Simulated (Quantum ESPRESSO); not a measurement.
Troubleshooting Quantum ESPRESSO: a failed run on CaY2Te4 (P2/m, 7 atoms in the cell). The aim is a self-consistent single point with DFT, LDA (PZ), plane waves, GBRV 1.5 ultrasoft (LDA) pseudopotentials.

Cell that was meant: a = 7.4050 Å, b = 4.3295 Å, c = 7.5708 Å, α = 90.00°, β = 108.01°, γ = 90.00°.

Part of the input:

```fortran
&SYSTEM
  ibrav = 0,
  nat = 7,
  ntyp = 2,
  ecutwfc = 40,
  ecutrho = 320,
  occupations = 'fixed',
```

Output, abridged:

```
     This program is part of the open-source Quantum ESPRESSO suite
     for quantum simulation of materials; please cite

Warning: card TE   127.6000  TE_LDA_V1.USPP.F.UPF ignored

 %%%%%%%%%%%%%%%%%%%%%%%%%%%%%%%%%%%%%%%%%%%%%%%%%%%%%%%%%%%%%%%%%%%%%%%%%%%%%%
     Error in routine read_cards (4):
     species Te in ATOMIC_POSITIONS is nonexistent
 %%%%%%%%%%%%%%%%%%%%%%%%%%%%%%%%%%%%%%%%%%%%%%%%%%%%%%%%%%%%%%%%%%%%%%%%%%%%%%

     stopping ...
```

### Question
Read the log: what does the program object to, and what is the fix?

### Answer
The fault is a species count that does not match the list of species. The number of species decides how many lines of the species card are read. To fix it, make the count match the list. The program stopped before any SCF iteration.

The sound input it was made from differs as follows (other fixes are possible):
```diff
-  ntyp = 2,
+  ntyp = 3,
```

With that input, the run converged in 13 iterations: free energy E − TS -4999.6986 eV; top of the valence band (on the code's own zero) 6.33 eV; gap on the k-point mesh 0.34 eV; pressure -0.55 GPa; largest force (vector length) 0.107 eV/Å (DFT, LDA (PZ), plane waves, GBRV 1.5 ultrasoft (LDA) pseudopotentials).

On the sound input: the starting cell comes from a database of computed structures (which also holds hypothetical and non-ambient phases and stackings), without a prior relaxation at this level. Its lattice was rescaled by a random factor within 2.5 % of one. Spin-orbit coupling is off.
